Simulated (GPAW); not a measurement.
```xyz
8
Lattice="4.0434 0.0000 0.0000 0.0000 2.9713 0.0000 -0.1307 0.0000 5.3049" Properties=species:S:1:pos:R:3 pbc="T T T"
Co     3.4942     0.0000     0.9202
Co     1.4605     1.4857     1.6980
Co     0.4063     1.4857     4.3833
Re     2.4611     0.0000     3.6032
B      0.4510     0.0000     2.7606
B      1.4777     0.0000     0.2372
B      3.5806     1.4857     2.3889
B      2.3195     1.4857     5.2284
```

Method of the run: PBEsol, GPAW PAW datasets PBEsol (made by gpaw-setup) (plane waves; GPAW).

The set-up and first iterations of a GPAW log for Co₃ReB₄ (Pm, 8 atoms in the cell):

```
Input parameters:
  convergence: {density: 1e-05,
                energy: 1e-05}
  kpts: {gamma: True,
         size: (5, 7, 4)}
  maxiter: 120
  mode: {ecut: 900.0000000000001,
         name: pw}
  nbands: -12
  occupations: {name: methfessel-paxton,
                order: 0,
                width: 0.05}
  symmetry: {symmorphic: False,
             tolerance: 0.0005}
  xc: PBEsol

species:
  Co:
    name: Cobalt
    Z: 27.0
    valence: 9
    core: 18
    charge: 0.0
    file: Co.PBEsol.gz

    # Using partial waves for Co as LCAO basis

  Re:
    name: Rhenium
    Z: 75.0
    valence: 13
    core: 62
    charge: 0.0
    file: Re.PBEsol.gz

    # Using partial waves for Re as LCAO basis

  B:
    name: Boron
    Z: 5.0
    valence: 3
    core: 2
    charge: 0.0
    file: B.PBEsol.gz

    # Using partial waves for B as LCAO basis

Reference energy: -569826.023761  # eV

Spin-paired calculation

Convergence criteria:
   [... lines left out ...]
  External potential:
    NoExternalPotential

XC parameters: PBEsol with 2 nearest neighbor stencil

Number of atoms: 8
Number of atomic orbitals: 55
Number of bands in calculation: 38
Number of valence electrons: 52
Bands to converge: occupied

Density initialized from atomic densities
  38 bands from LCAO basis set

Atomic positions and initial magnetic moments

Positions:
   0 Co     3.494184    0.000000    0.920194    ( 0.0000,  0.0000,  0.0000)
   1 Co     1.460544    1.485656    1.698003    ( 0.0000,  0.0000,  0.0000)
   2 Co     0.406254    1.485656    4.383254    ( 0.0000,  0.0000,  0.0000)
   3 Re     2.461137    0.000000    3.603217    ( 0.0000,  0.0000,  0.0000)
   4 B      0.451001    0.000000    2.760634    ( 0.0000,  0.0000,  0.0000)
   5 B      1.477691    0.000000    0.237184    ( 0.0000,  0.0000,  0.0000)
   6 B      3.580598    1.485656    2.388864    ( 0.0000,  0.0000,  0.0000)
   7 B      2.319527    1.485656    5.228383    ( 0.0000,  0.0000,  0.0000)

Unit cell:
           periodic     x           y           z      points  spacing
  1. axis:    yes    4.043431    0.000000    0.000000    28     0.1444
  2. axis:    yes    0.000000    2.971311    0.000000    21     0.1415
  3. axis:    yes   -0.130697    0.000000    5.304933    40     0.1326

  Lengths:   4.043431   2.971311   5.306543
  Angles:   90.000000  91.411304  90.000000

Effective grid spacing dv^(1/3) = 0.1394
     iter     time        total  log10-change:
                         energy   eigst   dens
iter:   1 --:--:--   -72.699665
iter:   2 --:--:--   -71.940184   -0.54  -1.24
iter:   3 --:--:--   -70.756994   -0.98  -1.30
iter:   4 --:--:--   -70.626298   -1.44  -1.53
iter:   5 --:--:--   -70.610956   -2.08  -1.67
```

Question: How does the run end?

Answer: The run converged in 28 iterations. Convergence of the loop says nothing yet on basis, mesh or lower states. It ends on: free energy E − TS (from the program's reference atoms) -70.7109 eV; Fermi level (on the code's own zero) 13.61 eV; largest force (vector length) 0.224 eV/Å. The log goes on:

```
   [... 2 lines left out ...]
iter:   8 --:--:--   -70.708637   -2.81  -2.27
iter:   9 --:--:--   -70.706226   -3.10  -2.30
iter:  10 --:--:--   -70.707371   -3.04  -2.43
   [... lines left out ...]
iter:  12 --:--:--   -70.707433c  -4.15  -2.77
iter:  13 --:--:--   -70.708184   -3.96  -2.78
iter:  14 --:--:--   -70.708102   -4.15  -2.84
iter:  15 --:--:--   -70.707758c  -4.31  -2.92
iter:  16 --:--:--   -70.707666c  -4.93  -3.07
iter:  17 --:--:--   -70.707487c  -4.64  -3.18
iter:  18 --:--:--   -70.707463c  -5.51  -3.52
iter:  19 --:--:--   -70.707456c  -6.00  -3.54
   [... 3 lines left out ...]
iter:  23 --:--:--   -70.707441c  -6.55  -4.16
iter:  24 --:--:--   -70.707439c  -7.18  -4.37
iter:  25 --:--:--   -70.707439c  -7.29  -4.52
iter:  26 --:--:--   -70.707439c  -7.37  -4.77
iter:  27 --:--:--   -70.707440c  -7.96c -4.99
iter:  28 --:--:--   -70.707440c  -8.50c -5.00c
Converged after 28 iterations.

Dipole moment: (0.939773, -0.000000, -2.212083) |e|*Ang

Energy contributions relative to reference atoms: (reference = -569826.023761)

Kinetic:        +87.058565
Potential:      -71.636666
External:        +0.000000
XC:             -86.041516
Entropy (-ST):   -0.007004
Local:           -0.084321
SIC:             +0.000000
--------------------------
Free energy:    -70.710941
Extrapolated:   -70.707440

Showing only first 2 kpts
 Kpt  Band  Eigenvalues  Occupancy
  0    24     12.95766    2.00000
  0    25     13.17802    2.00000
  0    26     13.61346    0.96138
  0    27     14.22735    0.00000

  1    24     13.00558    2.00000
  1    25     13.25731    2.00000
  1    26     13.93689    0.00000
  1    27     14.41800    0.00000

Fermi level: 13.61175

No gap
No difference between direct/indirect transitions
Energy (eV): -70.70744

Forces in eV/Ang:
  0 Co    0.04641    0.00000   -0.06830
  1 Co    0.11096    0.00000    0.07975
  2 Co   -0.14769    0.00000   -0.01658
  3 Re    0.00274    0.00000   -0.03349
  4 B     0.12975    0.00000    0.05254
  5 B    -0.21109    0.00000    0.07446
  6 B    -0.14908    0.00000   -0.11970
  7 B     0.21783    0.00000    0.03143

Stress tensor:
    -0.076525     0.000000     0.003512
     0.000000    -0.083851     0.000000
     0.003512     0.000000    -0.068167
Stress (GPa, Voigt): [-12.2606 -13.4345 -10.9215   0.       0.5627   0.    ]
```

For comparison: a first run was changed to give this one (lattice scaled by 0.98), and from it to this one the free energy rises by 4.2 meV/atom and the largest force goes from 0.093 to 0.224 eV/Å.

The starting cell comes from a database of computed structures (which also holds hypothetical and non-ambient phases and stackings), without a prior relaxation at this level. For this run, on top of that: lattice scaled by 0.98. Spin-orbit coupling is off. Spin polarisation is off.

The run was DFT PBEsol, plane waves, GPAW PAW datasets PBEsol (made by gpaw-setup). Main settings of its input:

- mode: pw
- ecut: 900 eV
- xc: PBEsol
- kpts: 5 7 4
- mesh shift (steps): 0 0 0
- occupations.name: methfessel-paxton
- occupations.width: 0.05 eV
- occupations.order: 0
- nbands: -12
- convergence.density: 1e-05 e/electron
- convergence.energy: 1e-05 eV/electron
- symmetry.symmorphic: false
